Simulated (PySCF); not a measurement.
PySCF 2.14.0, HF/def2-svpd, df: Au(Br)(OH2) ([OH2]->[Au][Br]), 5 atoms. The geometry is a generated start, not checked to be a minimum at this level.

| Quantity | Value |
|---|---|
| task | energy |
| method | hf |
| basis | def2-svpd |
| two-electron scheme | density fitting |
| mol.max_memory | 3000 MB |
| mf.max_cycle | 100 |
| mf.init_guess | minao (default) |
| mf.DIIS | CDIIS (default) |
| mf.diis_space | 8 (default) |
| mf.conv_tol | 1e-09 (default) |
| effective core potentials | those of the basis set, past Kr |
| basis functions | 115 |

```xyz
5

Au    -0.1413     0.8877    -0.5586
Br    -0.1716     2.8784    -1.7848
O     -0.1712    -1.0516     0.6328
H      0.1881    -0.9475     1.5190
H      0.2961    -1.7671     0.1916
```

Charge 0 and multiplicity 1 are set for this test and not shown to be the ground state.

One run each on 2 threads, 1 BLAS thread. Values of level_shift (Hartree) tried: 0 (default), 0.1, 0.3, 1.

Q: Predict the course of the Fock builds along this series.

A: Fewest Fock builds, within one of each other: 0 (default) with 14, 0.1 with 14. The count rises to 29 at 1. All converge to one solution.

| level_shift (Hartree) | Fock builds | end |
|---|---|---|
| 0 (default) | 14 | same solution |
| 0.1 | 14 | same solution |
| 0.3 | 17 | same solution |
| 1 | 29 | same solution |
